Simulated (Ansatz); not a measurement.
# Pd, response to strain

Start from Pd in the fcc (Cu type) structure (space group Fm-3m, No. 225; a = 3.8777 Å; relaxed with 0.1 eV smearing). Axes: x, y, z lie along the cube axes.

Strains are applied to the cell and any free atomic positions relax; under biaxial strain the out-of-plane vector relaxes too; under stress the whole cell relaxes.

Calculations: PBEsol (Ansatz, an electronic-structure program, PAW, without spin-orbit coupling).

Notes on the quantities. energy relative to the base: free energy F; pressure: mean of the normal stresses, compression positive.

```json
[
 {"variant": "base", "energy relative to the base": "0 meV/atom", "pressure": "0.0 GPa", "volume per atom": "14.58 Å³"},
 {"variant": "biaxial strain −1.76 %, plane normal [001], relaxed out of plane", "energy relative to the base": "+5.2 meV/atom", "pressure": "2.3 GPa", "volume per atom": "14.43 Å³"},
 {"variant": "biaxial strain −0.92 %, plane normal [001], relaxed out of plane", "energy relative to the base": "+1.3 meV/atom", "pressure": "1.1 GPa", "volume per atom": "14.50 Å³"},
 {"variant": "biaxial strain +0.81 %, plane normal [111], relaxed out of plane", "energy relative to the base": "+1.9 meV/atom", "pressure": "-1.7 GPa", "volume per atom": "14.71 Å³"},
 {"variant": "uniaxial strain ε_yy = +3.65 %", "energy relative to the base": "+14 meV/atom", "pressure": "-6.5 GPa", "volume per atom": "15.11 Å³"},
 {"variant": "uniaxial stress, 8 GPa tension along x", "energy relative to the base": "+25 meV/atom", "pressure": "–", "volume per atom": "14.83 Å³"}
]
```

Stability under load was not tested beyond the relaxation. The final runs are not spin-polarised. Pd lies near a magnetic instability that expansion can trigger; it was not tested.
